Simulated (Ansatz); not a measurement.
Data:

```xyz
1
Lattice="2.7141 0.0000 0.0000 0.0000 2.7141 0.0000 1.3570 -1.3570 1.8658" Properties=species:S:1:pos:R:3 pbc="T T T"
Rh     0.0000     0.0000     0.0000
```

No spin polarisation.

Calculations: PBEsol in Ansatz (plane waves to 420 eV, PAW, spin-orbit coupling left out). k-mesh 30×30×30 (Γ-centred); smearing 0.1 eV (Fermi–Dirac).

Predict the band gap, space group and in-plane stress.

Band gap: zero
Space group: I4/mmm (No. 139)
Mean in-plane stress (compression positive): -6.7 GPa

The cells carry an imposed strain or load. Stability against distortions was not tested. The final runs are not spin-polarised. The cell was made from Rh in the fcc (Cu type) structure (space group Fm-3m, No. 225) by this change: biaxial strain +1.50 %, plane normal [001], relaxed out of plane.

Ansatz is an electronic-structure program.
